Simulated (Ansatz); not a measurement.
**InGaAs2 (R3m, No. 160, 4 atoms in the cell; start mp-1223791)**

All values below come from r²SCAN+SOC (plane waves, PAW; Ansatz, a quantum-chemistry and plane-wave program).

Settings: plane-wave cutoff 560 eV, 16×16×16 k mesh, Fermi–Dirac smearing 0.05 eV, PAW data made under PBE.

Cell (relaxed with PBEsol):

```
CELL_PARAMETERS angstrom
      2.07622     1.19870     6.80729
     -2.07622     1.19870     6.80729
      0.00000    -2.39741     6.80729
ATOMIC_POSITIONS crystal
  In 0.62432 0.62432 0.62432
  Ga 0.12501 0.12501 0.12501
  As 0.00528 0.00528 0.00528
  As 0.49537 0.49537 0.49537
```

- band gap: 0.05 eV (under three smearing widths, so not firm)

Note: cell and atoms aren't relaxed at this level (largest force component 0.04 eV/Å, pressure 0.5 GPa).

The computed numbers hold no vibrational or temperature effects.

Computing time: roughly 40 core-minutes.

A start named mp-… is a Materials Project structure, which need not be a measured phase.
